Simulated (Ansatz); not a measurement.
We consider TiAl₃ (I4/mmm, No. 139), described by RPBE in Ansatz (PAW).

Settings: plane-wave cutoff 520 eV, 20×20×20 k mesh, Fermi–Dirac smearing 0.05 eV, no spin polarisation, scalar-relativistic PAW data made under PBE.

Computed at the level's own relaxed cell.

Problem. Give the computed lattice constant a, bulk modulus and pressure derivative B′ of the bulk modulus.

Solution. 
- lattice constant a: 3.874 Å
- bulk modulus: 101 GPa
- pressure derivative B′ of the bulk modulus: 4.1

The run finds no gap.

Note: the bulk modulus comes from volumes at which shape and atoms were relaxed.

The computed numbers hold no vibrational or temperature effects.

The result took about 17 core-minutes (a rough figure).

Ansatz is a program for electronic structure.
